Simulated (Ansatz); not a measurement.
Input and output of a self-consistent single point for ReAu (R-3m, 2 atoms in the cell) (Ansatz, a program for electronic structure).

Method: LDA (PW92), default PAW files made with PBE (plane waves; Ansatz).

```xyz
2
Lattice="1.4210 0.8204 4.5400 -1.4210 0.8204 4.5400 0.0000 -1.6408 4.5400" Properties=species:S:1:pos:R:3 pbc="T T T"
Re     0.0000     0.0000     0.0000
Au     0.0000     0.0000     6.8100
```

Reference input (self-consistent single point, DFT, LDA (PW92), plane waves, default PAW files made with PBE): basis.ecutwfc = 30.9 Ry; kpoints.mp_grid.grid = 11 11 11; hamiltonian.xc = lda; hamiltonian.pseudopotentials = {kind: paw} (the program's default PAW files); scf.occupations.method = cold; scf.occupations.width = 0.02 Ry. This run's input differs from it in these lines:

```diff
@@ -20,4 +20,4 @@
   occupations:
-    method: cold
-    width: 0.02 Ry
+    method: fermi_dirac
+    width: 0.0147 Ry
 output:
```

Output (repeated stretches shortened):

```
SCF iter   1: F=—  HF=-23471.690029 eV  |F-HF|=—  |Δ(HF+E_count)|=         —  Δρ=9.57e-3  dr2=4.07e-2  ethr=1.77e-3  ⟨swp⟩=4.4  Hψ=11983  notcnv=0
all-band conjugate gradients solve this SCF's bands
preconditioner: auto → Kerker (q_TF=auto, 2.760 Å⁻¹)
SCF iter   2: F=—  HF=-23471.683931 eV  |F-HF|=—  |Δ(HF+E_count)|=   6.10e-3  Δρ=5.60e-3  dr2=1.65e-2  ethr=1.20e-4  ⟨swp⟩=1.0  Hψ=4380  notcnv=0
SCF iter   3: F=—  HF=-23471.679016 eV  |F-HF|=—  |Δ(HF+E_count)|=   4.91e-3  Δρ=1.05e-3  dr2=5.47e-4  ethr=4.85e-5  ⟨swp⟩=2.7  Hψ=4615  notcnv=0
SCF iter   4: F=—  HF=-23471.678864 eV  |F-HF|=—  |Δ(HF+E_count)|=   1.53e-4  Δρ=3.76e-4  dr2=4.43e-5  ethr=1.61e-6  ⟨swp⟩=2.3  Hψ=4211  notcnv=0
SCF iter   5: F=—  HF=-23471.678856 eV  |F-HF|=—  |Δ(HF+E_count)|=   7.16e-6  Δρ=7.68e-5  dr2=1.73e-6  ethr=1.30e-7  ⟨swp⟩=2.0  Hψ=4977  notcnv=0
SCF iter   6: F=-23471.678856 eV  HF=-23471.678856 eV  |F-HF|=3.70e-8  |Δ(HF+E_count)|=   2.63e-7  Δρ=1.79e-5  dr2=8.41e-8  ethr=2.94e-10  ⟨swp⟩=3.3  Hψ=12111  notcnv=0
SCF 1 converged in 6 iterations: F = -23471.678856 eV  dr2 = 8.41e-8
Free energy (F): -23471.678856 eV
Internal energy: -23471.462145 eV  (E = F + TS)
E sigma→0 (E₀):  -23471.570501 eV
Entropy (-TS):   -0.216711 eV (-108.356 meV/atom)
Fermi energy:    22.289437 eV
--- Forces (eV/Å), atoms counted from 1 ---
  atom   1  Re     0.00000000     0.00000000     0.00000000
  atom   2  Au    -0.00000000     0.00000000    -0.00000000
--- Stress (GPa, compression-positive) ---
      -15.434781       0.000000      -0.000000
        0.000000     -15.434781       0.000000
       -0.000000       0.000000      -2.144369
  P = ⅓ Tr σ = -11.0046 GPa (-110.046 kbar)
  The stress holds the Pulay correction. Without it, at fixed plane waves, as pw.x and ABINIT print it: P = -11.0785 GPa
```

The run converged in 6 iterations. Against the reference run the free energy falls by 53.0 meV/atom and the pressure goes from -11.79 to -11.00 GPa.

The starting cell was generated: these elements placed on a structure prototype, without a prior relaxation; it need not be a known phase or ordering of this composition. Spin polarisation is off. With a pressure of about -11 GPa the cell is away from its equilibrium volume at this level. Ansatz's pressure includes its estimate of the finite-basis (Pulay) stress.

Keys are those of Ansatz 0.2.
